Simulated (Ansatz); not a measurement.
ZnAg: pressure series

Consider ZnAg in the CsCl type structure (space group Pm-3m, No. 221; a = 3.118 Å).

Cell and atoms are relaxed at each pressure.

All numbers come from Ansatz (a quantum-chemistry and plane-wave program), PBEsol, PAW, cutoff 420 eV, spin-orbit coupling left out.

Notes on the quantities. enthalpy: H = E + PV relative to the base's energy.

```
change            volume per atom       enthalpy
----------------  ---------------  -------------
base                     15.15 Å³              –
pressure −2 GPa          15.43 Å³  -0.19 eV/atom
pressure −1 GPa          15.28 Å³  -0.09 eV/atom
pressure 0.3 GPa         15.11 Å³  +0.03 eV/atom
pressure 0.7 GPa         15.06 Å³  +0.07 eV/atom
pressure 1.5 GPa         14.96 Å³  +0.14 eV/atom
pressure 3 GPa           14.78 Å³  +0.28 eV/atom
pressure 5 GPa           14.57 Å³  +0.46 eV/atom
pressure 7.5 GPa         14.32 Å³  +0.69 eV/atom
pressure 10 GPa          14.10 Å³  +0.91 eV/atom
```

Load acts through the strain it causes; cell and atoms are relaxed under it. No phonon test of stability was made. No other phases were tried under pressure.
